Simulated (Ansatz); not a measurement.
Take ZnO in the wurtzite structure (space group P6_3mc, No. 186) as the base.

```yaml
crystal:
  lattice:
    - [3.22996, 0.00000, 0.00000]
    - [-1.61498, 2.79723, 0.00000]
    - [0.00000, 0.00000, 5.21438]
  atoms:
    - { symbol: Zn, position: [0.33333, 0.66667, 0.00154] }
    - { symbol: Zn, position: [0.66667, 0.33333, 0.50154] }
    - { symbol: O, position: [0.33333, 0.66667, 0.38046] }
    - { symbol: O, position: [0.66667, 0.33333, 0.88046] }
```

Cartesian axes are those of the cell as printed.

Method: Ansatz (an electronic-structure program), PBEsol, PAW, cutoff 420 eV, no SOC.

It is then changed as follows: uniaxial strain ε_xx = +0.60 %, all other strain components held at zero; the atoms relax in the strained cell.

Q: Predict the stress tensor and what it implies for the stiffness.

A: Stress of the strained cell less that of the base (GPa, compression positive):
```
  -1.20    0.00    0.00
   0.00   -0.73    0.00
   0.00    0.00   -0.64
```

Then −Δσ_ii/ε with ε = 0.0060 gives relaxed-ion elastic constants: C11 ≈ 200 GPa, C12 ≈ 122 GPa and C13 ≈ 107 GPa.

Stability against distortions was not tested.
